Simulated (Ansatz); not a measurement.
Given:

```
SrVO3
1.0
    3.80937     0.00000     0.00000
    0.00000     3.80937    -0.14552
    0.00000    -0.14552     3.80937
Sr V O
1 1 3
Direct
  0.00000   0.00000   0.00000
  0.50000   0.50000   0.50000
  0.00000   0.50000   0.50000
  0.50000   0.50000   0.00000
  0.50000   0.00000   0.50000
```

No spin polarisation.

Calculations: DFT with PBEsol, PAW potentials and a 420 eV plane-wave cutoff in Ansatz (a program for electronic structure), no SOC. Settings: 12×12×12 k-points, 0.05 eV Fermi–Dirac smearing.

Question: What is the computed pressure (mean of the normal stresses, compression positive)?

Answer: 0.6 GPa.

Question: What is the computed band gap?

Answer: Zero.

Question: Predict the space group.

Answer: Cmmm (No. 65).

The cells carry an imposed strain or load. Stability against distortions was not tested. No Hubbard U is applied, and correlation can decide whether such a compound is a metal. All final runs are without spin polarisation. The cell was made from SrVO$_{3}$ in the cubic perovskite structure (space group Pm-3m, No. 221) by this change: tensor shear ε_yz = −3.82 %.
